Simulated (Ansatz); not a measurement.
System: O vacancy in monoclinic ZrO2 with all lengths changed by +1 % (neutral cell). These are PBE, PAW (plane waves to 420 eV; Ansatz, an electronic-structure program) values and carry that method's errors.

Cell of 96 host sites held at the strained lattice (strain from the relaxed PBE one, atoms relaxed); the Γ point alone; Fermi-Dirac width 0.01 eV, spin-restricted; finite-size errors left in. Energies are static. The charge state is imposed; whether it is stable for some Fermi level was not computed. Forms of the defect that were not tried may lie lower. The start lies 0.15 eV above the lowest site run (PBE).

Barriers: single points on a 2×2×2 k-point mesh shifted by half a step at the bands' geometries.

Relaxed starting cell (atoms counted from 1):

```
Zr32O63
1.0
   10.48246     0.00000     0.00000
    0.00000    10.58838     0.00000
   -1.82515     0.00000    10.71086
Zr O
32 63
Direct
  0.13742   0.22524   0.35871
  0.13733   0.22712   0.85634
  0.13689   0.72733   0.35555
  0.13697   0.72782   0.85500
  0.63626   0.22669   0.35615
  0.63682   0.22770   0.85565
  0.63670   0.72629   0.35508
  0.63723   0.72724   0.85524
  0.36276   0.27398   0.14450
  0.36133   0.27400   0.64457
  0.36251   0.77278   0.14392
  0.36243   0.77284   0.64434
  0.86279   0.27225   0.14606
  0.86318   0.27289   0.64313
  0.86254   0.77355   0.14399
  0.86202   0.77410   0.64335
  0.36222   0.47739   0.39386
  0.36272   0.47741   0.89426
  0.36173   0.97583   0.39373
  0.36301   0.97708   0.89459
  0.86264   0.47713   0.39454
  0.86290   0.47660   0.89400
  0.85983   0.97627   0.39391
  0.86257   0.97757   0.89430
  0.13658   0.02285   0.10727
  0.13519   0.02177   0.60768
  0.13685   0.52360   0.10540
  0.13676   0.52362   0.60546
  0.63678   0.02329   0.10559
  0.63546   0.02367   0.60618
  0.63750   0.52304   0.10502
  0.63698   0.52288   0.60552
  0.03056   0.09062   0.92914
  0.03088   0.58874   0.42640
  0.03083   0.58881   0.92670
  0.52921   0.08963   0.42820
  0.53136   0.08953   0.92792
  0.53105   0.58877   0.42728
  0.53114   0.58940   0.92730
  0.46908   0.41098   0.07190
  0.46836   0.41094   0.57234
  0.46843   0.91141   0.07247
  0.46749   0.91188   0.57240
  0.96926   0.40967   0.07372
  0.96789   0.41338   0.57375
  0.96874   0.91046   0.07135
  0.96699   0.91547   0.56950
  0.46873   0.33922   0.32256
  0.46838   0.33984   0.82169
  0.46837   0.83907   0.32236
  0.46943   0.83966   0.82230
  0.96756   0.33445   0.32708
  0.96840   0.33838   0.82225
  0.96963   0.84239   0.32188
  0.96882   0.84067   0.82079
  0.02945   0.15669   0.18434
  0.03127   0.16152   0.67591
  0.03069   0.66148   0.17745
  0.03152   0.66382   0.67569
  0.53146   0.16117   0.17808
  0.52944   0.16119   0.67750
  0.53099   0.66083   0.17722
  0.53116   0.66114   0.67736
  0.22722   0.37278   0.48464
  0.22750   0.37141   0.98426
  0.22755   0.87079   0.48479
  0.22703   0.87159   0.98497
  0.72730   0.37117   0.48467
  0.72717   0.37201   0.98467
  0.72680   0.87021   0.48524
  0.72752   0.87197   0.98440
  0.27166   0.12863   0.01694
  0.26228   0.13039   0.51373
  0.27247   0.62849   0.01468
  0.27230   0.62854   0.51490
  0.77275   0.12886   0.01585
  0.77105   0.12768   0.51489
  0.77264   0.62883   0.01462
  0.77249   0.62807   0.51455
  0.27219   0.12178   0.26686
  0.27387   0.12237   0.76722
  0.27244   0.62308   0.26490
  0.27193   0.62105   0.76486
  0.77298   0.12191   0.26627
  0.77151   0.12199   0.76519
  0.77263   0.62165   0.26469
  0.77295   0.62191   0.76443
  0.22872   0.38087   0.23339
  0.22669   0.37869   0.73456
  0.22750   0.87832   0.23461
  0.22792   0.87661   0.73590
  0.72801   0.37877   0.23459
  0.72741   0.37860   0.73452
  0.72600   0.87781   0.23360
  0.72716   0.87895   0.73457
```

End state 1 differs by these moves (Å; atoms that move under 0.08 Å are left out):

```csv
atom,element,Δx,Δy,Δz
47,O,-0.01,0.00,0.08
52,O,0.02,0.06,-0.06
57,O,0.42,-0.72,-2.59
73,O,0.10,-0.02,0.03
81,O,-0.12,-0.03,-0.04
```

Q: Give the forward and backward barriers to end state 1 at the level PBE, PAW.

A: forward 1.49 eV, backward 1.49 eV; at the saddle point atom 57 has neighbours Zr at 1.98, Zr at 2.26, Zr at 2.48 Å. The saddle point's order was not checked.
